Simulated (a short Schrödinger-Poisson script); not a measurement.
Structure: MOS inversion layer, SiO2 on p-type GaN, at 300 K.

| layer | material | thickness (nm) | Na (cm⁻³) |
|---|---|---|---|
| 1 | SiO2 | 2.6 | - |
| 2 | GaN | 1600 | 1.6e17 |

Constants are typed, rounded textbook-type inputs, not results; the design itself was drawn at random and stands for no fabricated device. SiO2: permittivity 3.9, conduction-band edge (eV) 3.2, gap (eV) 9, electron mass (mₑ) 0.5. GaN: permittivity 9.5, conduction-band edge (eV) 0, gap (eV) 3.43, Nv at 300 K (cm⁻³) 4.6e19.

Channel valleys (confinement mass, in-plane density-of-states mass, number): Γ 0.2, 0.2, 1. At the gate the conduction-band edge of layer 1 lies 3.26 eV − eVg above the Fermi level of the channel; the field vanishes at the back. Gaps are held at their typed values at every temperature. Mesh 0.03 nm at interfaces.

Solved with a short Schrödinger-Poisson script written for these runs: 1D Poisson equation in equilibrium, electrons classical, Boltzmann, parabolic valleys, classical holes, full ionisation, no traps, pinning or gate leakage.

The same stack at other levels of the model or other numerical settings:

```tsv
run	sheet density of all electrons at Vg = 1.8 V (cm⁻²)	sheet density of all electrons at Vg = 0.6 V (cm⁻²)	capacitance at Vg = 1.8 V (μF/cm²)	centroid of the channel electrons at Vg = 1.8 V (nm)	rough cost against the base
base	1.08e13	1.52e12	1.28	0.32	about 1
electrons treated as classical, Fermi-Dirac	9.11e12	1.27e12	1.09	1.03	6
electrons treated as quantum, Hartree	8.42e12	8.08e11	1.07	1.59	20
electrons treated as quantum, Hartree plus LDA exchange-correlation	8.77e12	9.42e11	1.09	1.52	30
mesh six times as coarse	1.06e13	1.48e12	1.26	0.41	0.6
```

The classical rows ignore confinement, and Boltzmann statistics overrate the density once the band edge passes the Fermi level.

In real p-type GaN the Mg acceptor is only partly ionised, and so wide a gap doesn't supply an inversion layer without source and drain.
